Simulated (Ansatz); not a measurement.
Base system: YPd2B2C (space group I4/mmm, No. 139; a cell from a computed database, its experimental status unchecked).

```yaml
crystal:
  lattice:
    - [-1.86434, 1.86434, 5.35081]
    - [1.86434, -1.86434, 5.35081]
    - [1.86434, 1.86434, -5.35081]
  atoms:
    - { symbol: Y, position: [0.50000, 0.50000, 0.00000] }
    - { symbol: B, position: [0.13779, 0.13779, 0.00000] }
    - { symbol: B, position: [0.86221, 0.86221, 0.00000] }
    - { symbol: Pd, position: [0.75000, 0.25000, 0.50000] }
    - { symbol: Pd, position: [0.25000, 0.75000, 0.50000] }
    - { symbol: C, position: [0.00000, 0.00000, 0.00000] }
```

Cartesian axes are those of the cell as printed.

Level of theory: PBEsol (Ansatz, a quantum-chemistry and plane-wave program; PAW; 420 eV plane waves; scalar-relativistic without spin-orbit coupling).

For the base:

* **Pressure**: 0.0 GPa
* **Shortest interatomic distance**: 147.5 pm

The change: the symmetric strain tensor [-0.0079 0.0090 -0.0012; 0.0090 -0.0053 -0.0042; -0.0012 -0.0042 -0.0119], atoms relaxed at fixed cell.

### Question
Estimate the effect on the energy relative to the base, pressure, shortest interatomic distance and largest internal atomic displacement.

### Answer
The energy goes up by 6.9 meV/atom; the pressure (mean of the normal stresses, compression positive) goes from zero to 5.2 GPa; the shortest interatomic distance drops by 0.84 pm, from 147.5 pm to 146.6 pm; the largest internal atomic displacement comes out as 0.011 Å.

Without a gap, meshes like the base's 18×18×18 leave anisotropic stresses uncertain by several tenths of a GPa, and small strain energies with them. Whether these cells are dynamically stable was not tested. All final runs are without spin polarisation. An odd electron count without spin: YPd2B2C.
